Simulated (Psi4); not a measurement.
Psi4 1.11, BP86/def2-svp: In(H)2(OSiMe3) (C[Si](C)(C)[O][InH2]), 17 atoms. The geometry is a generated start, not checked to be a minimum at this level.

task: energy
method: bp86
basis: def2-svp
memory: 3 GB
maxiter: 100
keys of the molecule block: symmetry c1
scf_type: df (default)
e_convergence: 1e-06 (default)
d_convergence: 1e-06 (default)
dft_radial_points: 75 (default)
dft_spherical_points: 302 (default)
effective core potentials: those of the basis set, past Kr
basis functions: 155
grid points: 361675

```xyz
17

In     0.6369    -0.6129     2.7076
H     -1.0114    -0.6529     3.1107
H      1.9565    -0.9247     3.7412
O      1.2250    -0.1030     0.9014
Si     0.2123     0.1081    -0.3489
C     -1.0153     1.5063     0.0976
C      1.2431     0.5156    -1.8934
C     -0.8038    -1.5010    -0.5578
H     -1.7268     1.7119    -0.6949
H     -0.4833     2.4288     0.3168
H     -1.5740     1.2244     0.9936
H      1.8246     1.4190    -1.7449
H      0.6035     0.6682    -2.7563
H      1.9335    -0.2872    -2.1258
H     -1.3752    -1.6873     0.3563
H     -0.1457    -2.3528    -0.7139
H     -1.4997    -1.4604    -1.3893
```

With the defaults (diis = true, scf_initial_accelerator = adiis, damping_percentage = 0, soscf = false, soscf_start_convergence = 0.01, diis_max_vecs = 10, guess = auto, which took SAD, level_shift = 0, level_shift_cutoff = 0.01) it converges in 11 SCF iterations. One run each on 2 threads, with these changes:
- guess = modhuckel
- scf_initial_accelerator = none
- guess = sadno
- diis_max_vecs = 20
- diis = false, scf_initial_accelerator = none, damping_percentage = 60
- guess = sap
- diis_max_vecs = 6
- soscf = true, soscf_start_convergence = 0.1
- level_shift = 0.5, level_shift_cutoff = 0.001

**Question.** Which runs fail or end elsewhere than the default run?

**Answer.** No convergence: diis = false, scf_initial_accelerator = none, damping_percentage = 60 (the run ends without SCF convergence in 100 iterations). The rest reach the solution of the defaults.

```tsv
setting	SCF iterations	JK calls	end
level_shift = 0.5, level_shift_cutoff = 0.001	9	10	same solution
the defaults	11	12	same solution
diis_max_vecs = 20	11	12	same solution
guess = sadno	11	11	same solution
scf_initial_accelerator = none	11	12	same solution
diis_max_vecs = 6	11	12	same solution
guess = modhuckel	13	41	same solution
guess = sap	17	17	same solution
soscf = true, soscf_start_convergence = 0.1	36	177	same solution
diis = false, scf_initial_accelerator = none, damping_percentage = 60	100	101	no convergence
```

An SOSCF iteration holds several JK calls; a Hückel guess adds calls on atoms. 1 further run of the study ended by our limits or in an error and is left out.
